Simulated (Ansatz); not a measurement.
Consider SiC in the wurtzite structure (space group P6_3mc, No. 186; a = 3.076 Å, c = 5.048 Å).

Modification: cell and atoms relaxed at a pressure of 3 GPa.

Levels (all Ansatz, a first-principles code, PAW): PBEsol (420 eV, no spin-orbit coupling); r2SCAN (500 eV, no spin-orbit coupling); HSE06 (420 eV, spin-orbit coupling left out).

One geometry, relaxed with PBEsol, under each level:

```csv
level,band gap,lowest conduction level above the VBM at special points,electron mass,pressure
PBEsol,2.10 eV,K 2.10 eV; M 2.68 eV; L 3.20 eV; Γ 4.84 eV,"0.26 mₑ along c, 0.43 mₑ across (at K)",2.99 GPa
r2SCAN,2.63 eV,K 2.63 eV; M 3.24 eV; L 3.75 eV; Γ 5.47 eV,"0.26 mₑ along c, 0.43 mₑ across (at K)",2.99 GPa
HSE06,?,?,–,–
```

Question: Give the withheld HSE06 results.

Answer: 
- HSE06, band gap: 3.14 eV
- HSE06, lowest conduction level above the VBM at special points: K 3.14 eV; M 3.76 eV; L 4.31 eV; Γ 6.08 eV

Single points use the geometry relaxed with PBEsol. Their cutoffs differ, which shifts pressures a little. HSE06 gaps are upper bounds (no full band path). Load acts through the strain it causes; cell and atoms are relaxed under it. Masses are band curvatures over ±0.01 Å⁻¹ around the edge. Stability against distortions was not tested.
